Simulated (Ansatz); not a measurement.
A computed series for Ge: pressure series

The parent structure is Ge in the diamond structure (space group Fd-3m, No. 227; a = 5.676 Å).

Cell and atoms are relaxed at each pressure.

The values are results of PBEsol, PAW, 420 eV (Ansatz, a first-principles code; spin-orbit coupling left out), not measurements.

| pressure (GPa) | volume per atom (Å³/atom) |
|---|---|
| -2 | 23.601 |
| -1 | 23.211 |
| 0 | 22.860 |
| 1.8 | 22.283 |
| 4.2 | 21.634 |
| 18 | ? |
| 30 | 17.830 |
| 45 | 16.626 |
| 60 | 15.716 |

### Question
Fit the third-order Birch–Murnaghan form P(V) = (3B₀/2)[(V₀/V)^(7/3) − (V₀/V)^(5/3)]·[1 + (3/4)(B₀′ − 4)((V₀/V)^(2/3) − 1)] (squares taken in P) to the rows shown and predict the withheld row.

### Answer
Least squares on the printed values gives V₀ = 22.855 Å³/atom, B₀ = 69.5 GPa, B₀′ = 4.4; this predicts 19.177 Å³/atom, and the run gives 19.168 Å³/atom, 0.009 lower.

Measured bulk modulus of Ge: 77.3 GPa (static lattice; corrected from measurement; as listed in Tanner et al., arXiv (2021)); the computed value is 10 % below it.

Load acts through the strain it causes; cell and atoms are relaxed under it. Stability against distortions was not tested. Measured, Ge leaves this structure (for the β-tin structure) near 10.6 GPa (room temperature; as listed in arXiv:1906.07825).
